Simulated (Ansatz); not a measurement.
The parent structure is an 8-atom supercell of TiAl$_{3}$ (space group I4/mmm, No. 139; a = 3.824 Å, c = 8.560 Å) at its relaxed geometry.

All numbers come from Kohn–Sham DFT with the r2SCAN functional, run in Ansatz (a first-principles code) with PAW and 500 eV plane waves, no spin-orbit coupling, earlier PAW set.

One neutral defect a cell, atoms relaxed at fixed cell.

One change was made to it. Results:

```csv
quantity,base,after
largest displacement of a host atom from its site in the perfect cell,–,0.03 Å
pressure,0.0 GPa,-1.0 GPa
```

Task: Which change produced these results?
A) H interstitial (started 1.80 Å from the nearest host atom)
B) Al interstitial (started 1.80 Å from the nearest host atom), symmetric start
C) Al interstitial (started 1.91 Å from the nearest host atom)
D) Al vacancy
E) Ti vacancy

Result: E, Ti vacancy. For comparison, the pressure in the other runs: H interstitial (started 1.80 Å from the nearest host atom) gives 1.6 GPa; Al vacancy gives -2.1 GPa; Al interstitial (started 1.91 Å from the nearest host atom) gives 25.9 GPa; Al interstitial (started 1.80 Å from the nearest host atom), symmetric start gives 25.9 GPa.

In so small a cell the defect repeats every few ångströms: this is an ordered compound, not a dilute defect. Defects with a symmetric start kept the site's symmetry and may sit on a saddle; the others started slightly shaken. All final runs are without spin polarisation.
